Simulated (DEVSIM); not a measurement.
Structure: TaN/SiO2/n-Si capacitor, at 400 K.

| layer (left to right) | material | thickness (nm) | Nd (cm⁻³) |
|---|---|---|---|
| 1 | SiO2 | 34.0 | - |
| 2 | Si | 15000 | 1.5e15 |

Metal gate on the left, work function 4.4 eV. Fixed charge at the semiconductor interface 4.1e10 cm⁻² (in units of +e); no interface traps.

Constants are typed, rounded textbook-type inputs, not results; the design itself was drawn at random and stands for no fabricated device. Values at 300 K; Nc and Nv go as T^1.5, mobilities as T to minus their exponent, the gap by Varshni's rule with the affinity fixed.

| parameter | SiO2 | Si |
|---|---|---|
| gap (eV) | 9 | 1.124 |
| affinity (eV) | 0.9 | 4.05 |
| permittivity | 3.9 | 11.7 |
| Nc (cm⁻³) | - | 2.86e19 |
| Nv (cm⁻³) | - | 3.1e19 |
| Varshni α (eV/K) | - | 0.000473 |
| Varshni β (K) | - | 636 |

DEVSIM, 1D Poisson equation in equilibrium, Boltzmann statistics, complete ionisation; no quantum confinement or tunnelling. Metal contacts follow the ideal Schottky-Mott rule: no Fermi-level pinning, no interface dipoles.

Task: Tabulate band edges, carrier densities and field at -0.5 V on the gate.

Result: Energies count from the Fermi level of the right contact; mesh points crowd at the junctions.

```json
[
 {"x (μm)": "0.000", "Ec (eV)": "4.000", "Ev (eV)": "-5.000", "n (cm⁻³)": "< 1e2", "p (cm⁻³)": "< 1e2", "field (V/cm)": "-53000"},
 {"x (μm)": "0.001967", "Ec (eV)": "3.990", "Ev (eV)": "-5.011", "n (cm⁻³)": "< 1e2", "p (cm⁻³)": "< 1e2", "field (V/cm)": "-53000"},
 {"x (μm)": "0.007036", "Ec (eV)": "3.962", "Ev (eV)": "-5.038", "n (cm⁻³)": "< 1e2", "p (cm⁻³)": "< 1e2", "field (V/cm)": "-53000"},
 {"x (μm)": "0.01916", "Ec (eV)": "3.898", "Ev (eV)": "-5.102", "n (cm⁻³)": "< 1e2", "p (cm⁻³)": "< 1e2", "field (V/cm)": "-53000"},
 {"x (μm)": "0.03069", "Ec (eV)": "3.836", "Ev (eV)": "-5.164", "n (cm⁻³)": "< 1e2", "p (cm⁻³)": "< 1e2", "field (V/cm)": "-53000"},
 {"x (μm)": "0.03348", "Ec (eV)": "3.821", "Ev (eV)": "-5.179", "n (cm⁻³)": "< 1e2", "p (cm⁻³)": "< 1e2", "field (V/cm)": "-53000"},
 {"x (μm)": "0.03497", "Ec (eV)": "0.667", "Ev (eV)": "-0.429", "n (cm⁻³)": "1.7e11", "p (cm⁻³)": "1.9e14", "field (V/cm)": "-11000"},
 {"x (μm)": "0.04113", "Ec (eV)": "0.660", "Ev (eV)": "-0.436", "n (cm⁻³)": "2.1e11", "p (cm⁻³)": "1.5e14", "field (V/cm)": "-11000"},
 {"x (μm)": "0.05575", "Ec (eV)": "0.644", "Ev (eV)": "-0.452", "n (cm⁻³)": "3.4e11", "p (cm⁻³)": "9.5e13", "field (V/cm)": "-11000"},
 {"x (μm)": "0.09617", "Ec (eV)": "0.602", "Ev (eV)": "-0.495", "n (cm⁻³)": "1.2e12", "p (cm⁻³)": "2.8e13", "field (V/cm)": "-10000"},
 {"x (μm)": "0.2079", "Ec (eV)": "0.505", "Ev (eV)": "-0.591", "n (cm⁻³)": "1.9e13", "p (cm⁻³)": "1.7e12", "field (V/cm)": "-7400"},
 {"x (μm)": "0.7121", "Ec (eV)": "0.359", "Ev (eV)": "-0.737", "n (cm⁻³)": "1.3e15", "p (cm⁻³)": "2.5e10", "field (V/cm)": "-380"},
 {"x (μm)": "1.911", "Ec (eV)": "0.355", "Ev (eV)": "-0.742", "n (cm⁻³)": "1.5e15", "p (cm⁻³)": "2.1e10", "field (V/cm)": "≈ 0"},
 {"x (μm)": "5.225", "Ec (eV)": "0.355", "Ev (eV)": "-0.742", "n (cm⁻³)": "1.5e15", "p (cm⁻³)": "2.1e10", "field (V/cm)": "≈ 0"},
 {"x (μm)": "12.23", "Ec (eV)": "0.355", "Ev (eV)": "-0.742", "n (cm⁻³)": "1.5e15", "p (cm⁻³)": "2.1e10", "field (V/cm)": "≈ 0"},
 {"x (μm)": "14.02", "Ec (eV)": "0.355", "Ev (eV)": "-0.742", "n (cm⁻³)": "1.5e15", "p (cm⁻³)": "2.1e10", "field (V/cm)": "≈ 0"},
 {"x (μm)": "14.67", "Ec (eV)": "0.355", "Ev (eV)": "-0.742", "n (cm⁻³)": "1.5e15", "p (cm⁻³)": "2.1e10", "field (V/cm)": "≈ 0"},
 {"x (μm)": "14.90", "Ec (eV)": "0.355", "Ev (eV)": "-0.742", "n (cm⁻³)": "1.5e15", "p (cm⁻³)": "2.1e10", "field (V/cm)": "≈ 0"},
 {"x (μm)": "15.00", "Ec (eV)": "0.355", "Ev (eV)": "-0.742", "n (cm⁻³)": "1.5e15", "p (cm⁻³)": "2.1e10", "field (V/cm)": "≈ 0"},
 {"x (μm)": "15.02", "Ec (eV)": "0.355", "Ev (eV)": "-0.742", "n (cm⁻³)": "1.5e15", "p (cm⁻³)": "2.1e10", "field (V/cm)": "≈ 0"},
 {"x (μm)": "15.03", "Ec (eV)": "0.355", "Ev (eV)": "-0.742", "n (cm⁻³)": "1.5e15", "p (cm⁻³)": "2.1e10", "field (V/cm)": "≈ 0"},
 {"x (μm)": "15.03", "Ec (eV)": "0.355", "Ev (eV)": "-0.742", "n (cm⁻³)": "1.5e15", "p (cm⁻³)": "2.1e10", "field (V/cm)": "≈ 0"}
]
```
